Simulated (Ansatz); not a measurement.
**A computed series for MgB2: response to strain**

The reference is MgB$_{2}$ (space group P6/mmm, No. 191; a = 3.0753 Å, c = 3.5248 Å; relaxed with 0.1 eV smearing). Axes: x lies along a and z along c of the hexagonal cell.

Strains are applied to the cell and any free atomic positions relax; under biaxial strain the out-of-plane vector relaxes too.

The values are results of PBE (Ansatz, a program for electronic structure, PAW, scalar-relativistic without spin-orbit coupling), not measurements.

Candidates:
(a) biaxial strain −0.50 %, plane normal [001], relaxed out of plane
(b) biaxial strain +0.50 %, plane normal [001], relaxed out of plane
(c) biaxial strain −3.00 %, plane normal [001], relaxed out of plane
(d) biaxial strain +3.00 %, plane normal [001], relaxed out of plane

**Question.** Order them by out-of-plane strain, highest first.

**Answer.** (c) biaxial strain −3.00 %, plane normal [001], relaxed out of plane (+0.67 %), (a) biaxial strain −0.50 %, plane normal [001], relaxed out of plane (+0.13 %), (b) biaxial strain +0.50 %, plane normal [001], relaxed out of plane (-0.13 %), (d) biaxial strain +3.00 %, plane normal [001], relaxed out of plane (-0.85 %)

No phonon test of stability was made. All final runs are without spin polarisation.
